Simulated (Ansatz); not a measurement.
We consider 1T (CdI2-type) MnI₂, described by PBEsol-D3(BJ) in Ansatz (PAW).

Numerical settings: plane-wave cutoff 520 eV, 12×12×6 k mesh (along the axes of the cell as run), Fermi–Dirac smearing 0.01 eV, spin-polarised with parallel moments, scalar-relativistic PAW data made under PBE.

Energies at three volumes about the minimum:

| V (Å³/atom) | E − E_lowest (meV/atom) |
|---|---|
| 29.102 | 1.02 |
| 29.696 | 0.00 |
| 30.290 | 0.90 |

Fit a parabola by hand: where is the minimum, and what is the bulk modulus?

Slopes: (0.00 − 1.02)/(29.696 − 29.102) = -1.717 and (0.90 − 0.00)/(30.290 − 29.696) = 1.515 meV/Å³. Curvature E″ = 2 × (1.515 − (-1.717))/(30.290 − 29.102) = 5.441 meV/Å⁶. From the middle of the first interval, the slope vanishes at V0 = 29.3990 − (-1.717)/5.441 = 29.715 Å³/atom. B = V0 E″ = 29.715 × 5.441 meV/Å³ × 0.1602 GPa per meV/Å³ = 25.9 GPa. The full Birch–Murnaghan fit to all volumes gives V0 = 29.697 Å³/atom and B0 = 25.9 GPa.

Shape and atoms are relaxed at each volume.

Note: the magnetic order was assumed, not searched for or taken from measurement; the volume lies 13 % below that of the published cell; the bulk modulus comes from volumes at which shape and atoms were relaxed.

Ansatz is a program for electronic structure.
